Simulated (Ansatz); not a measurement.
```yaml
crystal:
  lattice:
    - [0.00000, 2.30358, 2.30358]
    - [2.30358, 0.00000, 2.30358]
    - [2.30358, 2.30358, 0.00000]
  atoms:
    - { symbol: Na, position: [0.00000, 0.00000, 0.00000] }
    - { symbol: F, position: [0.50000, 0.50000, 0.50000] }
```

No spin polarisation.

Computed with PBE (Ansatz, a program for electronic structure, PAW, no spin-orbit coupling). Settings: 12×12×12 k-points, 0.05 eV Fermi–Dirac smearing.

Task: What gap character does the calculation give?

Result: Direct at Γ.

Task: Predict the space group.

Result: Fm-3m (No. 225).

The cells carry an imposed strain or load. No phonon test of stability was made. The cell was made from NaF in the rock salt structure (space group Fm-3m, No. 225) by this change: isotropic strain −2.00 %.
